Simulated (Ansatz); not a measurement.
A zone-centre phonon calculation of HfBe2 (P6/mmm, 3 atoms in the cell) with Ansatz (a first-principles code).

Level of theory: LDA (PW92), PAW files made with PBE (plane waves; Ansatz).

```
CELL_PARAMETERS angstrom
      3.77950     0.00000     0.00000
     -1.88975     3.27314     0.00000
      0.00000     0.00000     3.16996
ATOMIC_POSITIONS crystal
  Hf 0.00000 0.00000 0.00000
  Be 0.33333 0.66667 0.50000
  Be 0.66667 0.33333 0.50000
```

Reference input (self-consistent single point, DFT, LDA (PW92), plane waves, PAW files made with PBE): kpoints.mp_grid.grid = 10 10 10; hamiltonian.xc = lda; hamiltonian.pseudopotentials = {kind: paw} (the program's default PAW files); scf.occupations.method = gaussian; scf.occupations.width = 0.05 eV. This run's input differs from it in these lines:

```diff
@@ -16,6 +16,4 @@
   occupations: { method: gaussian, width: 0.05 eV }
-output:
-  forces: true
-  eigenvalues: true
-  stress: true
+phonons:
+  method: dfpt
```

Log, with long lists cut:

```
SCF iter   1: F=—  HF=-15655.156604 eV  |F-HF|=—  |Δ(HF+E_count)|=         —  Δρ=5.35e-2  dr2=2.33e0  ethr=3.10e-3  ⟨swp⟩=5.5  Hψ=15718  notcnv=0
all-band conjugate gradients solve this SCF's bands
preconditioner: auto → none
SCF iter   2: F=—  HF=-15654.627879 eV  |F-HF|=—  |Δ(HF+E_count)|=   5.29e-1  Δρ=2.99e-2  dr2=7.48e-1  ethr=3.10e-3  ⟨swp⟩=3.0  Hψ=7845  notcnv=0  defer=35
   [... lines left out ...]
SCF iter   9: F=—  HF=-15654.357968 eV  |F-HF|=—  |Δ(HF+E_count)|=   2.54e-9  Δρ=1.45e-6  dr2=1.44e-9  ethr=5.51e-11  ⟨swp⟩=2.8  Hψ=6823  notcnv=0  defer=35
SCF iter  10: F=-15654.357968 eV  HF=-15654.357968 eV  |F-HF|=3.64e-12  |Δ(HF+E_count)|=  5.57e-10  Δρ=1.23e-7  dr2=2.71e-12  ethr=1.00e-12  ⟨swp⟩=5.8  Hψ=20222  notcnv=0
the search or the solves at the SCF's close seem to have found levels that the self-consistency loop had missed (the run counts 2) …
SCF 1 converged in 10 iterations: F = -15654.357968 eV  dr2 = 2.71e-12
DFPT response loops at Γ: preconditioner auto → Kerker (q_TF=auto, 2.609 Å⁻¹) (partly filled bands, converged f_vac=0.000) …
Free energy (F): -15654.357968 eV
Internal energy: -15654.355579 eV  (E = F + TS)
E sigma→0 (E₀):  -15654.356773 eV
Entropy (-TS):   -0.002389 eV (-0.796 meV/atom)
Fermi energy:    12.229658 eV
--- Phonons (Γ-DFPT): 4 representative perturbations + reference, on 186 of 1000 k-points (Σ response iterations 12) ---
  k mesh reduced under 4 symmetry operations, with k and −k counted as one. Each operation leaves every solved displacement unchanged or reverses it
  ASR residual: 4.072e-5 → 0.000e0 eV/Å²; symmetrization residual: 4.752e-7 eV/Å²
  ASR residual per site (eV/Å²): 4.07e-5 2.16e-5 2.16e-5
  Γ frequencies (cm⁻¹): 0.00 0.00 0.00 341.76 355.79 355.79 436.78 584.93 584.93
  non-analytic LO–TO correction: not included (Born effective charges unavailable; polar crystals: no LO–TO splitting at Γ)
```

The run converged in 10 iterations. 

Summary of the result:
Free energy E − TS (on the zero of these files): -15654.3580 eV
Fermi level (on the code's own zero): 12.23 eV
Zone-centre frequencies (cm⁻¹; negative means imaginary): 0, 0, 0, 342, 356, 356, 437, 585, 585

The starting cell comes from a database of computed structures (which also holds hypothetical and non-ambient phases and stackings), without a prior relaxation at this level.

Cost on one core of a shared machine: roughly 50 s.

Keys are those of Ansatz 0.2.
